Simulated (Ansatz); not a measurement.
Consider KTaO3 in the cubic perovskite structure (space group Pm-3m, No. 221; a = 4.024 Å).

Now apply this change: cell and atoms relaxed at a pressure of 0.7 GPa.

Computed with PBE in Ansatz (plane waves to 420 eV, PAW, spin-orbit coupling left out).

Base, band edges from the VBM (valence, conduction): M -0.04, 4.91; R 0.00, 6.27; X -0.83, 2.31; Γ -0.62, 2.16 eV.

Task: Give the band edges at the high-symmetry points of the new zone, measured from its valence-band maximum.

Result: 
```
point  valence edge (eV)  conduction edge (eV)
-----  -----------------  --------------------
Γ                  -0.62                  2.17
X                  -0.83                  2.32
M                  -0.04                  4.93
R                   0.00                  6.30
```

The gap is 2.17 eV, indirect, R → Γ.

Spin-orbit coupling, missing from the scalar runs, can matter with Ta. Load acts through the strain it causes; cell and atoms are relaxed under it. Stability against distortions was not tested.

Ansatz is a program for electronic structure.
